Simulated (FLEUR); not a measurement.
A self-consistent single point of W (Im-3m, 1 atom in the cell) with FLEUR.

Computed with PBE, all-electron FLAPW (FLEUR), scalar-relativistic valence.

The change in words: lattice scaled by 0.98. Reference geometry:
```xyz
1
Lattice="-1.5777 1.5777 1.5777 1.5777 -1.5777 1.5777 1.5777 1.5777 -1.5777" Properties=species:S:1:pos:R:3 pbc="T T T"
W      0.0000     0.0000     0.0000
```

Reference input (self-consistent single point, DFT, PBE, all-electron FLAPW (FLEUR), scalar-relativistic valence): Kmax = 4.2 1/bohr; GmaxXC = 16.8 1/bohr; xcFunctional = pbe; jspins = 1; l_soc = F; mode = gauss; fermiSmearingEnergy = 0.00999582 Htr; mesh (inpgen div1-3) = 19 19 19; inpgen gamma flag = false; Gmax = 16.8 1/bohr; numbands = 0; maxIterBroyd = 15. This run's input differs from it in these lines:

```diff
@@ -3,5 +3,5 @@
 &input film=f /
--2.9814398041 2.9814398041 2.9814398041
-2.9814398041 -2.9814398041 2.9814398041
-2.9814398041 2.9814398041 -2.9814398041
+-2.9218113859 2.9218113859 2.9218113859
+2.9218113859 -2.9218113859 2.9218113859
+2.9218113859 2.9218113859 -2.9218113859
 1.0
@@ -42,5 +42,5 @@
          <bravaisMatrix>
-            <row-1>   -2.9814398040999999     2.9814398040999999     2.9814398040999999</row-1>
-            <row-2>    2.9814398040999999    -2.9814398040999999     2.9814398040999999</row-2>
-            <row-3>    2.9814398040999999     2.9814398040999999    -2.9814398040999999</row-3>
+            <row-1>   -2.9218113858999999     2.9218113858999999     2.9218113858999999</row-1>
+            <row-2>    2.9218113858999999    -2.9218113858999999     2.9218113858999999</row-2>
+            <row-3>    2.9218113858999999     2.9218113858999999    -2.9218113858999999</row-3>
          </bravaisMatrix>
```

Output (repeated stretches shortened):

```
 Iteration:     1   Distance:      14.85144225 me/bohr^3
 Iteration:     2   Distance:      13.59186299 me/bohr^3
 Iteration:     3   Distance:       6.76527596 me/bohr^3
 Iteration:     4   Distance:       1.60916194 me/bohr^3
 Iteration:     5   Distance:       1.47007786 me/bohr^3
   [... 4 lines left out ...]
 Iteration:    10   Distance:       0.00409612 me/bohr^3
 Iteration:    11   Distance:       0.00005472 me/bohr^3
 Iteration:    12   Distance:       0.00009504 me/bohr^3
 Iteration:    13   Distance:       0.00000369 me/bohr^3
 Run finished successfully
 Stop message:
   Structural relaxation: Done

[file out, last iteration]
             iter=     14
[...]
          total density-effective poten   -2.8090387067E+04
          total charge density-energy d   -3.2547726069E+02
 Updated energy parameters for spin:           1
[...]
 fermi energy and band-weighting factors:

[...]
FERMIE:
          first approx. to ef    (T=0)  :   0.718717 htr   (energy of the highest occ. eigenvalue)
          number of occ. states  (T=0)  :       1542
          first approx. to seigv (T=0)  :  -4.568720 htr
          sum of weights of occ. states :   7.000146
          sum of semicore charge        :   0.000000 e
          fermi energy=   0.72085 har   work function= -19.61533 ev
          number of valence electrons=  14.00000
     band-weighting factor for spin=    1
   [... lines left out ...]
          total moment                 =     0.00000
 Direct bandgap for spin            1 :    1.0598853574950606E-002  Htr
   [... lines left out ...]
 ---->    (input%tkb*entropy) TS=              0.0000000000 htr
 ---->    free energy=                    -16166.1396226758 htr
      extrapolation for T->0
 ---->    total electron energy=          -16166.1396226758 htr
 ***** TOTAL FORCES ON ATOMS *****
 TOTAL FORCE FOR ATOM TYPE=  1  X=  0.000   Y=  0.000   Z=  0.000
                       FX_TOT= 0.000000 FY_TOT= 0.000000 FZ_TOT= 0.000000
 Structural relaxation: Done
```

The run converged in 13 iterations. FLEUR gives forces in its relaxation mode, with a further iteration, so its stop message speaks of a relaxation. Against the reference run the total energy rises by 119 meV/atom.

The starting cell comes from a database of computed structures (which also holds hypothetical and non-ambient phases and stackings), without a prior relaxation at this level. Its lattice was rescaled by a random factor within 2.5 % of one. For this run, on top of that: lattice scaled by 0.98. Spin-orbit coupling is off. Spin polarisation is off. Values depend on the basis (sphere radii, cutoffs, local orbitals), which need not be converged. The log's line on a gap gives a spacing of levels on this mesh, which the program prints for metals too.
